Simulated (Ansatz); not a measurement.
Start from PbSe in the rock salt structure (space group Fm-3m, No. 225; a = 6.178 Å). Axes: x, y, z lie along the cube axes.

The values are results of Kohn–Sham DFT with the r2SCAN functional, run in Ansatz (a first-principles code) with PAW and 500 eV plane waves, no SOC, not measurements.

Strains are applied to the cell and any free atomic positions relax; under biaxial strain the out-of-plane vector relaxes too.

One change was made to it. Results:

| quantity | base | after |
|---|---|---|
| band gap | 0.67 eV | 0.52 eV |
| energy relative to the base (free energy F) | 0 meV/atom | +11 meV/atom |

Task: Which of these changes matches the shifts?
A. biaxial strain −3.00 %, plane normal [001], relaxed out of plane
B. biaxial strain −0.50 %, plane normal [001], relaxed out of plane
C. biaxial strain −1.50 %, plane normal [001], relaxed out of plane
D. biaxial strain −1.00 %, plane normal [001], relaxed out of plane
E. biaxial strain −2.00 %, plane normal [001], relaxed out of plane

Result: E, biaxial strain −2.00 %, plane normal [001], relaxed out of plane. For comparison, the band gap in the other runs: biaxial strain −1.50 %, plane normal [001], relaxed out of plane gives 0.56 eV; biaxial strain −3.00 %, plane normal [001], relaxed out of plane gives 0.43 eV; biaxial strain −1.00 %, plane normal [001], relaxed out of plane gives 0.60 eV; biaxial strain −0.50 %, plane normal [001], relaxed out of plane gives 0.63 eV.

With Pb present, leaving out spin-orbit coupling can change the band edges. Whether these cells are dynamically stable was not tested.
